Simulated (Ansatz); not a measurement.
The parent structure is Ag2O (space group Pn-3m, No. 224; a = 4.7067 Å).

One thing is altered: cell and atoms relaxed at a pressure of 30 GPa.

Calculations: PBEsol, PAW, 420 eV (Ansatz, a first-principles code; without spin-orbit coupling).

Task: Give the band edges at the high-symmetry points of the new zone, measured from its valence-band maximum.

Result: 
```csv
point,valence edge (eV),conduction edge (eV)
Γ,0.00,0.44
X,-0.71,2.37
M,-1.18,1.92
R,-0.93,1.67
```

The gap is 0.44 eV, direct at Γ.

Load acts through the strain it causes; cell and atoms are relaxed under it. Whether these cells are dynamically stable was not tested. Competing high-pressure phases were not computed. No Hubbard U is applied, and correlation can decide whether such a compound is a metal. The final runs are not spin-polarised.
